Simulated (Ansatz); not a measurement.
The starting structures come from a database of crystals and need not be the phases stable at ambient conditions.

```
AgTlI2
1.0
    8.25396     0.00000     0.00000
    0.00000     8.25396     0.00000
    4.12698    -4.12698     3.83751
Tl Ag I
2 2 4
Direct
  0.75000   0.25000   0.50000
  0.25000   0.75000   0.50000
  0.25000   0.25000   0.50000
  0.75000   0.75000   0.50000
  0.68249   0.81751   0.00000
  0.31751   0.18249   0.00000
  0.18249   0.68249   0.00000
  0.81751   0.31751   0.00000
```

Space group of this cell: I4/mcm. The cell was relaxed by PBE-D3(BJ); by r2SCAN its mean pressure is 1.2 GPa.

Transport runs along the normal of the first two printed cell vectors, the (001) plane of the conventional cell.

No gap correction and no spin-orbit coupling; mid-gap values are interpolated between computed energies.

Question: Give the band gap and the smallest decay constant κ at mid-gap that Ansatz (a first-principles code) with r2SCAN yields.

Answer: Gap 1.80 eV on a 8×8×8 mesh; κ = 0.233 1/Å, at (0.250, 0.250) of the in-plane reciprocal vectors. At the zone centre, at the nearest computed energy, the slowest state has κ = 0.25 1/Å.
